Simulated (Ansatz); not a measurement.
ZnIn2O4 (model structure, started from the defect chalcopyrite type, I-4, No. 82, 7 atoms in the cell), treated with LDA in Ansatz (PAW).

Settings: plane-wave cutoff 520 eV, 10×10×10 k mesh, Fermi–Dirac smearing 0.01 eV, scalar-relativistic PAW data made under PBE.

Cell (relaxed with PBEsol):

Space group I-4 (No. 82); a = b = 4.695 Å, c = 10.027 Å, α = β = γ = 90.00°

```csv
atom,site,symmetry,x,y,z
In,2b,-4..,0.0000,0.0000,0.5000
In,2d,-4..,0.5000,0.0000,0.2500
Zn,2a,-4..,0.0000,0.0000,0.0000
O,8g,1,0.2780,0.2403,0.3870
```
(The calculation used a cell of 7 atoms; values per cell refer to that cell.)

Q: Estimate the band gap that the calculation returns.

A: 
band gap: 0.78 eV

Note: the relaxation could raise the start's symmetry but not lower it, so the cell can be a saddle point; cell and atoms aren't relaxed at this level (largest force component 0.13 eV/Å, pressure -4.0 GPa).

Spin–orbit coupling is not included.

Static lattice: no zero-point or thermal effects.

Computing time: about 40 core-seconds (a rough figure).

A model structure was made by putting elements into a prototype or built by hand; it is no filed structure, need not be a known phase, and can be a saddle point held by its symmetry.

Ansatz is a program for electronic structure.
